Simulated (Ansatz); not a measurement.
**What biaxial strain −2.76 %, plane normal [001], relaxed out of plane does to TiAl**

Base system: TiAl (space group P4/mmm, No. 123; a = 2.797 Å, c = 4.032 Å). Axes: x, y, z lie along a, b, c of the conventional cell.

The change: compressive biaxial strain of 2.76 % in the plane normal to [001], as in epitaxy on a mismatched substrate; the out-of-plane cell vector and the atoms relax.

Computed with PBEsol (Ansatz, a first-principles code), spin-orbit coupling left out. Settings: 17×17×12 k-points, 0.05 eV Fermi–Dirac smearing.

The band gap stays zero and the out-of-plane strain comes out as +2.92 % (rough). The mean in-plane stress (compression positive) comes out as +5.2 GPa (rough).

Final structure (turned so that z lies along the plane normal):

```xyz
2
Lattice="2.7201 0.0000 0.0000 0.0000 2.7201 0.0000 0.0000 0.0000 4.1501" Properties=species:S:1:pos:R:3 pbc="T T T"
Al     1.3600     1.3600     2.0751
Ti     0.0000     0.0000     0.0000
```

Cost of the whole job for the changed cell (relaxation, final SCF and bands): around 24 core-seconds (rough).

Without a gap, meshes like the base's 17×17×12 leave anisotropic stresses uncertain by several tenths of a GPa, and small strain energies with them. Stability against distortions was not tested. The final runs are not spin-polarised.
